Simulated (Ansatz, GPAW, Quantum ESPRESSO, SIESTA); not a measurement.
# TiB₂Mo (Amm2, 4 atoms in the cell) computed with different codes at matched settings

Self-consistent single point, at a second geometry (lattice scaled by 0.98). First geometry:

```xyz
4
Lattice="3.1154 0.0000 0.0000 0.0000 1.6057 4.2667 0.0000 -1.6057 4.2667" Properties=species:S:1:pos:R:3 pbc="T T T"
Ti     0.0000     0.0000     1.2570
B      1.5577     0.0000     4.7680
B      0.0000     0.0000     3.7542
Mo     1.5577     0.0000     7.2876
```

Shared settings, as Ansatz (a quantum-chemistry and plane-wave program) writes them: kpoints.mp_grid.grid = 10 10 10; scf.occupations.method = fermi_dirac; scf.occupations.width = 0.0073 Ry. Potentials and cutoffs stand in the table.

```json
[
 {"code": "GPAW", "model": "LDA (Perdew-Wang 92), GPAW PAW datasets LDA (gpaw-data 1.0.1)", "ΔF from the first geometry (meV/atom)": "-47.2", "pressure (GPa)": "–", "largest force (eV/Å)": "0.072", "cutoff": "900 eV"},
 {"code": "Ansatz", "model": "LDA (PW92), PAW files made with PBE", "ΔF from the first geometry (meV/atom)": "-47.5", "pressure (GPa)": "-4.35", "largest force (eV/Å)": "0.084", "cutoff": "30.9 Ry"},
 {"code": "Quantum ESPRESSO", "model": "LDA (PZ), GBRV 1.5 ultrasoft (LDA) pseudopotentials", "ΔF from the first geometry (meV/atom)": "-46.0", "pressure (GPa)": "-4.03", "largest force (eV/Å)": "0.068", "cutoff": "50 Ry"},
 {"code": "SIESTA", "model": "LDA PW92, numerical atomic orbitals DZP, PseudoDojo LDA standard norm-conserving potentials (rewritten from UPF to PSML)", "ΔF from the first geometry (meV/atom)": "-51.5", "pressure (GPa)": "-5.25", "largest force (eV/Å)": "0.149", "cutoff": "grid 350 Ry"}
]
```

Size of the force on each atom (eV/Å): Sizes of forces hide their directions.

```json
[
 {"code": "GPAW", "Ti1": "0.041", "B2": "0.025", "B3": "0.072", "Mo4": "0.005"},
 {"code": "Ansatz", "Ti1": "0.057", "B2": "0.009", "B3": "0.084", "Mo4": "0.036"},
 {"code": "Quantum ESPRESSO", "Ti1": "0.044", "B2": "0.024", "B3": "0.068", "Mo4": "0.048"},
 {"code": "SIESTA", "Ti1": "0.017", "B2": "0.149", "B3": "0.025", "Mo4": "0.139"}
]
```

A dash marks a value that a program does not give, or that is left out as unsure.

On Ansatz's run: spin polarisation is off.

The spread over the programs that give each value: ΔF from the first geometry within 5.5 meV/atom; pressure within 1.22 GPa; largest force within 0.081 eV/Å.

SIESTA uses small atom-centred bases, whose incompleteness enters pressures, forces and empty levels differently from a plane-wave cutoff. Ansatz's pressure is given at a fixed set of plane waves, as the other plane-wave codes print theirs; with its correction for the finite basis it is -4.25 GPa. The pressure of GPAW is left out: its cutoff lies under the one at which its stress was checked. The same LDA comes in different parametrisations, which differ slightly. In the pressure, SIESTA (by 1.06) lies more than 1 GPa from the median of the plane-wave programs. In the force vectors, SIESTA (by 0.140) lies more than 0.08 eV/Å from the median of the plane-wave programs.

The starting cell comes from a database of computed structures (which also holds hypothetical and non-ambient phases and stackings), without a prior relaxation at this level. Its lattice was rescaled by a random factor within 2.5 % of one. For this run, on top of that: lattice scaled by 0.98.

Keys are those of Ansatz 0.2.
